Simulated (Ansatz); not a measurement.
Seebeck coefficient (μV/K, mean over directions) of n-type LuAgO2 (R-3m) against carrier density, PBEsol, rigid bands run with Ansatz (a first-principles code). Computed gap 2.15 eV; densities at which minority carriers matter at this gap, or further valleys turn the trend, are left out. Conductivity mass 0.53 mₑ (harmonic mean over directions), N_c = 1.0e19 cm⁻³ at 300 K.

```json
[
 {"electron density": "1e16 cm⁻³", "300 K": "-815", "500 K": "-883"},
 {"electron density": "1e17 cm⁻³", "300 K": "-617", "500 K": "-685"},
 {"electron density": "1e18 cm⁻³", "300 K": "-419", "500 K": "-486"},
 {"electron density": "3e18 cm⁻³", "300 K": "(withheld)", "500 K": "-393"},
 {"electron density": "1e19 cm⁻³", "300 K": "-227", "500 K": "-291"},
 {"electron density": "3e19 cm⁻³", "300 K": "-146", "500 K": "-203"},
 {"electron density": "1e20 cm⁻³", "300 K": "-77", "500 K": "-120"},
 {"electron density": "3e20 cm⁻³", "300 K": "-40", "500 K": "-66"},
 {"electron density": "1e21 cm⁻³", "300 K": "(withheld)", "500 K": "-32"}
]
```

Problem. Complete the blanks.

Solution. 
- 3e18 cm⁻³, 300 K: -326
- 1e21 cm⁻³, 300 K: -19

Rigid bands with a gap fixed in temperature, one relaxation time for all states, no polarons or phonon drag, and whether or not such doping can be reached. Spin-orbit coupling is left out.

Computed structure, not matched to a measured one here, so possibly hypothetical: LuAgO2 (R-3m).
